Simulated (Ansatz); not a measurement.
Given:

End structure of a constructed model of the (110) surface of bcc V, a layer of Re in place of the second plane (bottom of the slab: a bare face, its two planes held):

```yaml
crystal:
  lattice:
    - [2.59563, 0.00000, 0.00000]
    - [-0.86521, 2.44719, 0.00000]
    - [0.00000, 0.00000, 27.00000]
  atoms:
    - { symbol: V, position: [0.50000, 0.50000, 0.30421] }
    - { symbol: V, position: [0.00000, 0.00000, 0.38270] }
    - { symbol: V, position: [0.50000, 0.50000, 0.46053] }
    - { symbol: V, position: [0.00000, 0.00000, 0.53849] }
    - { symbol: Re, position: [0.50000, 0.50000, 0.61872] }
    - { symbol: V, position: [0.00000, 0.00000, 0.69678] }
```

Slab: 6 atoms, 10.6 Å thick at the start; k 15x15x1, smearing 0.1 eV, dipole-corrected; 2 atoms held, the rest relaxed; symmetry of the start imposed; no spin, no spin-orbit, no U. It is one candidate, not shown to be the stable structure of the face.

### Question
Predict the work function of the top face from Ansatz (a quantum-chemistry and plane-wave program) with PBE.

### Answer
4.74 eV
